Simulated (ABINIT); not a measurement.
Input and output of a relaxation of the atoms for CdF₂ (I4mm, 3 atoms in the cell) (ABINIT).

Method: LDA (PW92), PAW (JTH v2.0 LDA PAW) (plane waves; ABINIT).

Input:

```
# CdF2, JTH v2.0 LDA PAW
pp_dirpath "./"
pseudos "Cd.LDA_PW-JTH.xml, F.LDA_PW-JTH.xml"
acell 7.1807166969 7.1807166969 7.1807166969
rprim
         0.0000000000    0.7071067812    0.7071067812
         0.7071067812    0.0000000000    0.7071067812
         0.7071067812    0.7071067812    0.0000000000
natom 3
ntypat 2
znucl 48 9
typat 1 2 2
xred
         0.0279130000    0.0279130000    0.9720870000
         0.2500000000    0.2500000000    0.2500000000
         0.7500000000    0.7500000000    0.7500000000
ecut 48 Ry
pawecutdg 96 Ry
pawxcdev 0
occopt 3
tsmear 0.00073499
nband 18
kptopt 1
ngkpt 5 5 5
nshiftk 1
shiftk 0 0 0
nstep 50
tolvrs 1.0e-11
ionmov 3
ntime 40
tolmxf 0.000972
prtwf 0
prtden 0
prtvol 1
enunit 1
```

Output, abridged:

```
--- !BeginCycle
solver: {iscf: 17, nstep: 50, nline: 4, wfoptalg: 10, }
tolerances: {tolvrs: 1.00E-11, }
...

     iter   Etot(hartree)      deltaE(h)  residm     nres2
 ETOT  1  -96.394311031400    -9.639E+01 3.019E-01 2.388E+01
 ETOT  2  -96.496140004542    -1.018E-01 3.714E-02 1.044E+01
 ETOT  3  -96.489251896360     6.888E-03 1.570E-02 6.464E-01
 ETOT  4  -96.488991570037     2.603E-04 1.710E-02 1.571E-01
 ETOT  5  -96.488940688205     5.088E-05 2.684E-02 3.907E-03
   [... 5 lines left out ...]
 ETOT 11  -96.488943559539    -1.167E-09 4.513E-03 3.924E-09
 ETOT 12  -96.488943559785    -2.458E-10 2.409E-03 1.437E-10
 ETOT 13  -96.488943559835    -5.048E-11 4.780E-03 2.015E-10
 ETOT 14  -96.488943559845    -1.030E-11 2.704E-03 3.823E-12
 At SCF step   14       nres2   =  3.82E-12 < tolvrs=  1.00E-11 =>converged.

 Cartesian components of stress tensor (hartree/bohr^3)
  sigma(1 1)=  1.36682277E-04  sigma(3 2)=  0.00000000E+00
  sigma(2 2)=  1.36682277E-04  sigma(3 1)=  0.00000000E+00
  sigma(3 3)=  1.64679429E-04  sigma(2 1)=  0.00000000E+00

 ----iterations are completed or convergence reached----

 reduced coordinates (array xred) for    3 atoms
       0.009318732787      0.009318732787      0.990681267213
       0.259297133607      0.259297133607      0.240702866393
       0.759297133607      0.759297133607      0.740702866393
 cartesian forces (eV/Angstrom) at end:
    1     -0.00000000000000     0.00000000000000    -0.00167933977356
    2     -0.00000000000000     0.00000000000000     0.00083966988678
   [... lines left out ...]
 Fermi (or HOMO) energy (eV) =   1.99326   Average Vxc (eV)= -10.64934
total_energy        : -9.64908231577953E+01
   [... lines left out ...]
     2        0.009297133607      0.009297133607     -0.009297133607
     3        0.009297133607      0.009297133607     -0.009297133607

-Cartesian components of stress tensor (GPa)         [Pressure= -5.4504E+00 GPa]
- sigma(1 1)=  5.44676355E+00  sigma(3 2)=  0.00000000E+00
- sigma(2 2)=  5.44676355E+00  sigma(3 1)=  0.00000000E+00
- sigma(3 3)=  5.45761037E+00  sigma(2 1)=  0.00000000E+00

 Calculation completed.
```

The run converged. 

Summary of the result:
Free energy E − TS: -2625.65 eV
Top of the valence band (on the code's own zero): 1.02 eV
Gap on the k-point mesh: 2.89 eV
Pressure: -5.45 GPa
Largest force (vector length): 0.002 eV/Å
Relaxation steps: 4

The starting cell has typed, rounded lattice constants, without a prior relaxation at this level. Its lattice was rescaled by up to half a per cent. For this run, on top of that: one atom moved by 0.15 angstrom. The relaxation keeps the symmetry of its start, so its end need not be a minimum.

Cost on one core of a shared machine: roughly 90 s.
